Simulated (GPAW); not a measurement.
A user runs GPAW on TaAgS₃ (Cmc2_1, 10 atoms in the cell) and asks whether the run is sound. The aim is a self-consistent single point with DFT PBEsol, plane waves, GPAW PAW datasets PBEsol (made by gpaw-setup).

Cell that was meant: a = 7.3787 Å, b = 7.3787 Å, c = 7.7856 Å, α = 90.00°, β = 90.00°, γ = 153.42°.

Part of the input:

```python
            nbands=-16,
            convergence={'density': 1e-05, 'energy': 1e-05},
            symmetry={'symmorphic': False, 'tolerance': 0.0005},
            charge=1,
            maxiter=100)

atoms.calc = calc
```

Log, with long lists cut:

```
Input parameters:
  charge: 1
  convergence: {density: 1e-05,
                energy: 1e-05}
  kpts: [7 7 3]
  maxiter: 100
   [... lines left out ...]
   9 S      1.695960   -5.681140    3.807776    ( 0.0000,  0.0000,  0.0000)

Unit cell:
           periodic     x           y           z      points  spacing
  1. axis:    yes    1.695960   -7.181135    0.000000    40     0.0825
  2. axis:    yes    1.695960    7.181135    0.000000    40     0.0825
  3. axis:    yes    0.000000    0.000000    7.785590    48     0.1622

  Lengths:   7.378684   7.378684   7.785590
  Angles:   90.000000  90.000000 153.424006

Effective grid spacing dv^(1/3) = 0.1352
     iter     time        total  log10-change:
                         energy   eigst   dens
iter:   1 --:--:--   -71.070513
iter:   2 --:--:--   -70.105011   -1.19  -1.25
iter:   3 --:--:--   -68.441464   -1.20  -1.30
iter:   4 --:--:--   -68.299219   -2.58  -1.53
iter:   5 --:--:--   -68.317030   -2.20  -1.58
   [... 3 lines left out ...]
iter:   9 --:--:--   -68.180388   -3.37  -2.26
iter:  10 --:--:--   -68.173446   -3.29  -2.59
iter:  11 --:--:--   -68.172518   -4.26  -3.02
iter:  12 --:--:--   -68.172272   -5.38  -3.13
iter:  13 --:--:--   -68.172078c  -5.73  -3.16
iter:  14 --:--:--   -68.172355c  -5.39  -3.20
iter:  15 --:--:--   -68.172106c  -5.50  -3.31
iter:  16 --:--:--   -68.172143c  -6.52  -3.45
iter:  17 --:--:--   -68.171880c  -5.53  -3.52
iter:  18 --:--:--   -68.171854c  -6.79  -3.88
iter:  19 --:--:--   -68.171879c  -6.80  -3.99
iter:  20 --:--:--   -68.171870c  -7.37  -4.21
iter:  21 --:--:--   -68.171870c  -7.19  -4.30
iter:  22 --:--:--   -68.171872c  -8.22c -4.58
iter:  23 --:--:--   -68.171890c  -7.58c -4.63
iter:  24 --:--:--   -68.171889c  -8.96c -4.94
iter:  25 --:--:--   -68.171887c  -9.02c -5.02c
Converged after 25 iterations.

Dipole moment: (-0.000000, 0.000000, 10.361793) |e|*Ang

Energy contributions relative to reference atoms: (reference = -1202191.411751)

Kinetic:        -31.280179
Potential:       +2.090122
External:        +0.000000
XC:             -39.295647
Entropy (-ST):   -0.128710
Local:           +0.378171
SIC:             +0.000000
--------------------------
Free energy:    -68.236242
Extrapolated:   -68.171887

Showing only first 2 kpts
 Kpt  Band  Eigenvalues  Occupancy
  0    45      6.58243    0.74444
  0    46      6.74787    0.20364
  0    47      6.86288    0.06930
  0    48      7.13542    0.00469

  1    45      6.25062    1.88485
  1    46      6.34767    1.72229
  1    47      6.55928    0.85539
  1    48      7.59853    0.00005

   [... lines left out ...]
Fermi level: 6.53016
No gap
   [... lines left out ...]
  5 S     0.00000   -0.10549   -0.04011
  6 S     0.00000    0.11817    0.03622
  7 S     0.00000   -0.11817    0.03622
  8 S     0.00000    0.07938    0.03246
  9 S     0.00000   -0.07938    0.03246

Stress tensor:
     0.098153    -0.000000     0.000000
    -0.000000     0.102011     0.000000
     0.000000     0.000000     0.099671
Stress (GPa, Voigt): [15.7259 16.3439 15.9691  0.      0.     -0.    ]
```

Is anything amiss in this input, and did it matter?

The run is not sound. The fault is an unintended net charge. A charged periodic cell changes the electron count and is neutralised by a uniform background, so energy, forces and pressure belong to another system. To fix it, remove the charge. The run converged in 25 iterations without an error; against the sound input the pressure goes from -4.90 to -16.01 GPa and the largest force goes from 0.100 to 0.124 eV/Å.

The sound input it was made from differs as follows (other fixes are possible):
```diff
-            charge=1,
```

With that input, the run converged in 24 iterations: free energy E − TS (from the program's reference atoms) -61.4636 eV; Fermi level (on the code's own zero) 7.26 eV; pressure -4.90 GPa; largest force (vector length) 0.100 eV/Å (DFT PBEsol, plane waves, GPAW PAW datasets PBEsol (made by gpaw-setup)).

On the sound input: the starting cell comes from a database of computed structures (which also holds hypothetical and non-ambient phases and stackings), without a prior relaxation at this level. Spin polarisation is off. With a pressure of about -5 GPa the cell is away from its equilibrium volume at this level.
